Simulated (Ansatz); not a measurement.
We consider Ga₂O₃ (model structure, started from the Al2S3 type, Cc, No. 9, 10 atoms in the cell), described by r²SCAN in Ansatz (plane waves, PAW).

Run with plane-wave cutoff 560 eV, 8×8×8 k mesh, Fermi–Dirac smearing 0.01 eV, scalar-relativistic PAW data made under PBE.

Cell (relaxed at this level):

```cif
data_Ga8O12
_chemical_formula_sum 'Ga8 O12'
_space_group_name_H-M_alt 'Cc'
_space_group_IT_number 9
_space_group_name_Hall 'C -2yc'
_cell_length_a 9.91152
_cell_length_b 5.69947
_cell_length_c 5.83537
_cell_angle_alpha 90.000
_cell_angle_beta 122.166
_cell_angle_gamma 90.000
loop_
_atom_site_label
_atom_site_type_symbol
_atom_site_symmetry_multiplicity
_atom_site_Wyckoff_symbol
_atom_site_fract_x
_atom_site_fract_y
_atom_site_fract_z
_atom_site_occupancy
Ga1 Ga 4 a 0.08402 0.09103 0.51220 1
Ga2 Ga 4 a 0.24346 0.43459 0.00795 1
O1 O 4 a 0.16781 0.13277 0.88429 1
O2 O 4 a 0.37449 0.49709 0.37406 1
O3 O 4 a 0.08871 0.35163 0.34654 1
```
(The calculation used a cell of 10 atoms; values per cell refer to that cell.)

Task: Predict the band gap.

Result: 
band gap: 2.85 eV (direct)

Note: the relaxation could raise the start's symmetry but not lower it, so the cell can be a saddle point.

Spin–orbit coupling is not included.

A model structure was made by putting elements into a prototype or built by hand; it is no filed structure, need not be a known phase, and can be a saddle point held by its symmetry.

Ansatz is an electronic-structure program.
